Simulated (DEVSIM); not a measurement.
Structure: abrupt GaAs p-n junction, at 300 K.

| layer (left to right) | material | thickness (μm) | Nd (cm⁻³) | Na (cm⁻³) | τn (s) | τp (s) |
|---|---|---|---|---|---|---|
| 1 | GaAs | 0.410 | - | 3.1e15 | 8.7e-10 | 8.7e-10 |
| 2 | GaAs | 0.730 | 2.2e15 | - | 8.7e-10 | 8.7e-10 |

Left contact: ohmic. Right contact: ohmic. Voltage is applied to the left contact. Recombination: SRH at mid-gap, radiative. Mobility is μmin + (μ − μmin)/(1 + (N/Nref)^α).

Constants are typed, rounded textbook-type inputs, not results; the design itself was drawn at random and stands for no fabricated device. Values at 300 K.

```csv
parameter,GaAs
gap (eV),1.424
affinity (eV),4.07
permittivity,12.9
Nc (cm⁻³),4.7e17
Nv (cm⁻³),9e18
μn (cm²/Vs),8500
μp (cm²/Vs),400
"μn,min",500
"μp,min",20
"Nref,n",6e16
"Nref,p",1.5e17
αn,0.39
αp,0.38
B (cm³/s),2e-10
```

DEVSIM, 1D drift-diffusion, Boltzmann statistics, complete ionisation; no tunnelling, impact ionisation, image-force lowering or self-heating.

**Question.** Tabulate band edges, carrier densities and field at zero bias.

**Answer.** Energies count from the Fermi level of the right contact; mesh points crowd at the junctions.

| x (μm) | Ec (eV) | Ev (eV) | n (cm⁻³) | p (cm⁻³) | field (V/cm) |
|---|---|---|---|---|---|
| 0.000 | 1.218 | -0.206 | < 1e2 | 3.1e15 | -4000 |
| 0.01325 | 1.213 | -0.211 | < 1e2 | 2.5e15 | -4000 |
| 0.03513 | 1.204 | -0.221 | < 1e2 | 1.8e15 | -4300 |
| 0.06541 | 1.189 | -0.235 | < 1e2 | 1.0e15 | -5100 |
| 0.1375 | 1.144 | -0.280 | < 1e2 | 1.8e14 | -7700 |
| 0.2132 | 1.074 | -0.350 | < 1e2 | 1.2e13 | -11000 |
| 0.2917 | 0.975 | -0.449 | < 1e2 | 2.5e11 | -14000 |
| 0.3524 | 0.880 | -0.544 | 780 | 6.5e9 | -17000 |
| 0.3801 | 0.831 | -0.593 | 5100 | 9.8e8 | -18000 |
| 0.4002 | 0.794 | -0.630 | 22000 | 2.3e8 | -19000 |
| 0.4120 | 0.771 | -0.653 | 53000 | 9.6e7 | -19000 |
| 0.4354 | 0.727 | -0.697 | 290000 | 1.7e7 | -19000 |
| 0.4620 | 0.678 | -0.746 | 1900000 | 2600000 | -18000 |
| 0.5070 | 0.601 | -0.823 | 3.8e7 | 130000 | -16000 |
| 0.6016 | 0.459 | -0.965 | 9.1e9 | 560 | -14000 |
| 0.7146 | 0.326 | -1.098 | 1.6e12 | < 1e2 | -10000 |
| 0.8664 | 0.209 | -1.215 | 1.5e14 | < 1e2 | -5400 |
| 0.9689 | 0.167 | -1.257 | 7.3e14 | < 1e2 | -2800 |
| 1.059 | 0.148 | -1.276 | 1.5e15 | < 1e2 | -1500 |
| 1.095 | 0.144 | -1.280 | 1.8e15 | < 1e2 | -1200 |
| 1.121 | 0.141 | -1.283 | 2.0e15 | < 1e2 | -1100 |
| 1.140 | 0.139 | -1.285 | 2.2e15 | < 1e2 | -1100 |
